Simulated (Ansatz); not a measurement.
**WSi₂ (P6₂22, No. 180, 9 atoms in the cell; start mp-8939; a measured phase of this formula has another space group)**

The numbers are results of LDA (Ansatz, an electronic-structure program, PAW), not measurements.

Run with plane-wave cutoff 500 eV, 12×12×6 k mesh (along the axes of the cell as run), Fermi–Dirac smearing 0.05 eV, no spin polarisation, scalar-relativistic PAW data made under PBE.

Cell (relaxed at this level):

Space group P6₂22 (No. 180); a = b = 4.5510 Å, c = 6.5662 Å, α = β = 90.00°, γ = 120.00°

| atom | site | symmetry | x | y | z |
|---|---|---|---|---|---|
| Si | 6j | ..2 | 0.3278 | 0.1639 | 0.1667 |
| W | 3d | 222 | 0.5000 | 0.0000 | 0.5000 |

- band gap = zero (no gap)

Note: the relaxation could not lower the start's symmetry, so the cell can be a saddle point above a distorted one.

Spin–orbit coupling is not included.

It cost about 80 core-seconds (a rough figure) of CPU time.

A start named mp-… is a Materials Project structure, which need not be a measured phase.
